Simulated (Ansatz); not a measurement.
Results of PBE-D3(BJ) in Ansatz (plane waves, PAW) for L1₀ (CuAu-type) TiAl.

The input as run:

Ansatz 0.2 input:
```yaml
crystal:
  lattice:
    - [2.7637844309, 0.0, 0.0]
    - [0.0, 2.7637844309, 0.0]
    - [0.0, 0.0, 3.9869909594]
  atoms:
    - { symbol: Ti, position: [0.0, 0.0, 0.0] }
    - { symbol: Al, position: [0.5, 0.5, 0.5] }
basis:
  ecutwfc: 520
  ecutrho_ratio: 4
  xc_grid: 2
kpoints:
  mp_grid: { grid: [20, 20, 14] }
hamiltonian:
  xc: pbe
  dispersion: d3bj
  pseudopotentials: { kind: paw }
scf:
  occupations: { method: fermi_dirac, width: 0.05 }
output:
  forces: true
  stress: true
  eigenvalues: true
relax:
  f_tol: 0.004
  escape_saddle: false
  max_steps: 80
  cell: { stress_tol: 0.02, fix: [volume] }
```

The run printed, among other lines:

```
Relaxation: its limit of steps is 80 (relax.max_steps)
Crystal: 2 atoms, lattice volume = 30.455 Å³
Basis set: ecut = 520 eV, 815 PW (Γ), exchange–correlation on 48×48×60 points (8 copies of the dense FFT grid, shifted against one another)
Bands: 12, of which v1, the nominal top of the filled ones, is band 8 counted from 1 (7 counted from 0)
Symmetry: 16 space group operations
Space group: P4/mmm (ITA 123), of the structure as read, at distance tolerance 3.1e-5 Å
k-points: 528 of 5600
Functional: x = pbe(κ = 0.804, μ = 0.2195149727645171), c = pbe(β = 0.06672455060314922)
SCF iter   1: F=—  HF=-3038.970965 eV  |F-HF|=—  |Δ(HF+E_count)|=         —  Δρ=4.20e-3  dr2=6.06e-3
SCF iter   2: F=—  HF=-3038.970308 eV  |F-HF|=—  |Δ(HF+E_count)|=   6.56e-4  Δρ=2.61e-3  dr2=3.11e-3
  ...
SCF 1 converged in 6 iterations: F = -3038.969803 eV  dr2 = 2.92e-10
Crystal: 2 atoms, lattice volume = 30.455 Å³
Initial density: handed on by an earlier stage of this run
SCF iter   7: F=-3038.969803 eV  HF=-3038.969803 eV  |F-HF|=9.09e-13  |Δ(HF+E_count)|=  9.09e-13  Δρ=8.16e-9  dr2=2.72e-14
SCF iter   8: F=-3038.969803 eV  HF=-3038.969803 eV  |F-HF|=1.36e-12  |Δ(HF+E_count)|=  9.09e-13  Δρ=2.15e-9  dr2=1.72e-15
SCF 2 converged in 8 iterations: F = -3038.969803 eV  dr2 = 1.72e-15
SCF converged after 8 iterations
Free energy (F): -3038.969803 eV
Internal energy: -3038.955853 eV  (E = F + TS)
E sigma→0 (E₀):  -3038.962828 eV
Fermi energy:    11.829541 eV
--- Forces (eV/Å), atoms counted from 1 ---
  atom   1  Ti     0.00000000     0.00000000     0.00000000
  atom   2  Al     0.00000000     0.00000000     0.00000000
--- Stress (GPa, compression-positive) ---
        2.589119       0.000000       0.000000
        0.000000       2.589119       0.000000
        0.000000       0.000000       2.589969
  P = ⅓ Tr σ = 2.5894 GPa (25.894 kbar)
```

The cell is one volume of an energy–volume scan, off the minimum.

Ansatz is an electronic-structure program.
